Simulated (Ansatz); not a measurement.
PBE against r2SCAN: MoSi2, Si → Os

Consider MoSi₂ (space group I4/mmm, No. 139; a = 3.2170 Å, c = 7.8732 Å).

(Cell as relaxed with PBE.)

Levels (all Ansatz, an electronic-structure program, PAW, earlier PAW set): PBE (420 eV, no spin-orbit coupling); r2SCAN (500 eV, no SOC).

Each level relaxes its own structure.

| base | PBE | r2SCAN |
|---|---|---|
| volume per atom | 13.58 Å³ | 13.36 Å³ |
| lattice parameter a | 3.217 Å | 3.202 Å |
| band gap | zero | zero |

Modification: full substitution Si → Os, then cell and atoms are relaxed.

```tsv
quantity	PBE	r2SCAN
band gap	zero	zero
lattice parameter a	3.254 Å	3.223 Å
c/a ratio	2.634	2.666
```

PBE's lattice parameter a lies 0.031 Å above r2SCAN's (1.0 %); PBE's c/a ratio lies 0.032 below r2SCAN's; the two agree on the band gap. Neither level is exact; r2SCAN is the comparison here, not a measurement.

Whether these cells are dynamically stable was not tested. As relaxed here, MoOs2 is a hypothetical phase, not in the database extracts checked. All final runs are without spin polarisation.
